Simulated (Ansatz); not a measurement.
Take TiC in the rock salt structure (space group Fm-3m, No. 225; a = 4.2934 Å; relaxed with 0.1 eV smearing) as the base. Axes: x, y, z lie along the cube axes.

Structures relaxed with PBEsol (Ansatz, a program for electronic structure), no spin-orbit coupling.

Base:

Simulated powder pattern, Cu Kα1, λ = 1.54056 Å (kinematic, ideal powder, no thermal factors, no anomalous dispersion; the 10 strongest lines at most, above 2 %, up to 2θ = 90°):

| 2θ (°) | I/Imax (%) | hkl |
|---|---|---|
| 36.21 | 87 | (111) |
| 42.06 | 100 | (200) |
| 60.99 | 57 | (220) |
| 73.03 | 30 | (311) |
| 76.85 | 18 | (222) |

It is then changed as follows: a pure shear with ε_xz = ε_zx = -0.0098, atoms relaxed at fixed cell.

After the change:

Simulated powder pattern, Cu Kα1, λ = 1.54056 Å (kinematic, ideal powder, no thermal factors, no anomalous dispersion; the 10 strongest lines at most, above 2 %, up to 2θ = 90°):

```json
[
 {"2θ (°)": "35.97", "d (Å)": "2.495", "I/Imax (%)": "44", "hkl": "(1 1 -1)"},
 {"2θ (°)": "36.46", "d (Å)": "2.462", "I/Imax (%)": "43", "hkl": "(111)"},
 {"2θ (°)": "42.06", "d (Å)": "2.146", "I/Imax (%)": "100", "hkl": "(020)"},
 {"2θ (°)": "60.33", "d (Å)": "1.533", "I/Imax (%)": "9.8", "hkl": "(2 0 -2)"},
 {"2θ (°)": "60.99", "d (Å)": "1.518", "I/Imax (%)": "38", "hkl": "(220)"},
 {"2θ (°)": "61.66", "d (Å)": "1.503", "I/Imax (%)": "9.1", "hkl": "(202)"},
 {"2θ (°)": "72.59", "d (Å)": "1.301", "I/Imax (%)": "10", "hkl": "(3 1 -1)"},
 {"2θ (°)": "73.50", "d (Å)": "1.287", "I/Imax (%)": "9.7", "hkl": "(311)"},
 {"2θ (°)": "76.27", "d (Å)": "1.247", "I/Imax (%)": "9.0", "hkl": "(2 2 -2)"},
 {"2θ (°)": "77.45", "d (Å)": "1.231", "I/Imax (%)": "8.6", "hkl": "(222)"}
]
```

The indices refer to the base's conventional cell; one index is shown for lines that coincide. The space group is now Immm (No. 71).

The cells carry an imposed strain or load. No phonon test of stability was made. The final runs are not spin-polarised.
